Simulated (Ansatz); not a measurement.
The starting structures come from a database of crystals and need not be the phases stable at ambient conditions.

 Where the default PAW files enter, the runs use the earlier of Ansatz's two default sets.

## Evanescent states of ZnPdF6 (R-3, not sure to be the ambient phase, 8 atoms a cell, 12.0 Å³ an atom) along the normal of (101)

These are r2SCAN (plane waves, PAW; Ansatz, a first-principles code) values and carry that method's errors.

The gap is the functional's own. No spin-orbit coupling. Mid-gap values are interpolated on the energy grid.

Energies count from the valence-band top; κ is the least over a 8×6 mesh across the current.

```tsv
E (eV)	κ (1/Å)	where
0.06	0.185	off Γ
0.17	0.313	off Γ
0.28	0.397	off Γ
0.39	0.458	off Γ
0.49	0.476	off Γ
0.60	0.491	off Γ
0.71	0.502	off Γ
0.82	0.510	off Γ
0.94	0.501	Γ
1.04	0.493	Γ
1.16	0.483	Γ
1.26	0.472	Γ
1.38	0.459	Γ
1.49	0.444	Γ
1.59	0.424	off Γ
1.71	0.399	off Γ
1.81	0.369	off Γ
1.93	0.330	off Γ
2.04	0.266	off Γ
2.15	0.062	off Γ
```

Q: How thick must the barrier be to attenuate the transmission by 10^6 when the electrodes' Fermi level lies at 1.26 eV, and what attenuation does that film give at 2.15 eV?

A: d = 6 ln 10 / (2 × 0.472) = 14.6 Å. At 2.15 eV it gives 6 × 0.062/0.472 = 0.8 decades.
